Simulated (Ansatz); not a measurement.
System: W2B (I4/mcm, No. 140, 6 atoms in the cell; start mp-1113). Method: r²SCAN (Ansatz, a first-principles code, plane waves, PAW).

Settings: plane-wave cutoff 560 eV, 16×16×16 k mesh, Fermi–Dirac smearing 0.05 eV, no spin polarisation, scalar-relativistic PAW data made under PBE.

Cell (relaxed at this level):

Space group I4/mcm (No. 140); a = b = 5.560 Å, c = 4.760 Å, α = β = γ = 90.00°

| atom | site | symmetry | x | y | z |
|---|---|---|---|---|---|
| B | 4a | 422 | 0.0000 | 0.0000 | 0.2500 |
| W | 8h | m.2m | 0.1699 | 0.3301 | 0.0000 |
(The calculation used a cell of 6 atoms; values per cell refer to that cell.)

### Question
What does this level give for the bulk modulus?

### Answer

- bulk modulus: 347 GPa

Note: the run has no spin polarisation, so it can have missed a magnetic state; the bulk modulus is −V dP/dV from two relaxed cells at ±2 % in volume; the relaxation could not lower the start's symmetry, so the cell can be a saddle point above a distorted one.

Spin–orbit coupling is not included; it can open a gap where bands touch, and shift volumes and moduli.

Computed values are for the static lattice.

The result took roughly 5 core-minutes.

A start named mp-… is a Materials Project structure, which need not be a measured phase.
